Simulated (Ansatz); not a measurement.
The parent structure is C in the diamond structure (space group Fd-3m, No. 227).

```xyz
2
Lattice="0.0000 1.7801 1.7801 1.7801 0.0000 1.7801 1.7801 1.7801 0.0000" Properties=species:S:1:pos:R:3 pbc="T T T"
C      1.7801     1.7801     1.7801
C      2.6702     2.6702     2.6702
```

Cartesian axes are those of the cell as printed.

Computed with r2SCAN/PAW in Ansatz (a quantum-chemistry and plane-wave program), spin-orbit coupling left out, earlier PAW set.

Strains are applied to the cell and any free atomic positions relax.

One change was made to it. Results:

The energy grows by 9.9 meV/atom; the smallest direct gap decreases by 0.47 eV, from 5.89 eV to 5.42 eV; the valley order (the lowest conduction-band minima on the path, energy above the VBM, named in the base's zone) becomes a point along [001], about 1.3 Å⁻¹ from Γ 3.93 eV; a point along [010], about 1.3 Å⁻¹ from Γ 4.09 eV; a point along [100], about 1.3 Å⁻¹ from Γ 4.54 eV; Γ 5.42 eV (base: a point along ⟨100⟩, about 1.3 Å⁻¹ from Γ 4.36 eV).

Which of these changes matches the shifts?
A) strain tensor (xx, yy, zz, yz, xz, xy) = (+0.05, −0.57, −0.80, −1.62, −0.08, −0.13) %
B) uniaxial strain ε_xx = +3.77 %
C) strain tensor (xx, yy, zz, yz, xz, xy) = (+1.34, −0.36, −1.12, +0.11, −0.94, +0.43) %

C, strain tensor (xx, yy, zz, yz, xz, xy) = (+1.34, −0.36, −1.12, +0.11, −0.94, +0.43) %. For comparison, the valley order in the other runs: strain tensor (xx, yy, zz, yz, xz, xy) = (+0.05, −0.57, −0.80, −1.62, −0.08, −0.13) % gives a point along [001], about 1.3 Å⁻¹ from Γ 4.21 eV; a point along [010], about 1.3 Å⁻¹ from Γ 4.27 eV; a point along [100], about 1.4 Å⁻¹ from Γ 4.29 eV; Γ 5.32 eV; uniaxial strain ε_xx = +3.77 % gives a point along [010], about 1.3 Å⁻¹ from Γ 3.79 eV; a point along [100], about 1.3 Å⁻¹ from Γ 4.69 eV.

Whether these cells are dynamically stable was not tested.
